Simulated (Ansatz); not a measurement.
**Al2O3, pressure series**

Consider Al2O3 in the corundum structure (space group R-3c, No. 167; a = 4.7737 Å, c = 13.0150 Å (hexagonal axes)).

Cell and atoms are relaxed at each pressure.

Computed with PBEsol/PAW in Ansatz (an electronic-structure program), no spin-orbit coupling.

Notes on the quantities. enthalpy: H = E + PV relative to the base's energy.

```
variant                 enthalpy  shortest interatomic distance    band gap
-----------------  -------------  -----------------------------  ----------
base                           –                        1.861 Å     6.03 eV
pressure −2 GPa    -0.11 eV/atom                        1.867 Å     5.93 eV
pressure −1 GPa    -0.05 eV/atom                        1.864 Å     5.98 eV
pressure 0.9 GPa   +0.05 eV/atom                        1.859 Å     6.07 eV
pressure 2.1 GPa   +0.11 eV/atom                        1.856 Å     6.13 eV
pressure 4.5 GPa   +0.24 eV/atom                        1.850 Å     6.24 eV
pressure 9 GPa     +0.47 eV/atom                     (withheld)  (withheld)
pressure 15 GPa    +0.78 eV/atom                        1.827 Å     6.70 eV
pressure 22.5 GPa  +1.15 eV/atom                        1.812 Å     7.00 eV
pressure 30 GPa    +1.52 eV/atom                        1.799 Å     7.28 eV
```

Complete the table.


- pressure 9 GPa, shortest interatomic distance: 1.840 Å
- pressure 9 GPa, band gap: 6.45 eV

Load acts through the strain it causes; cell and atoms are relaxed under it. Stability against distortions was not tested. Competing high-pressure phases were not computed.
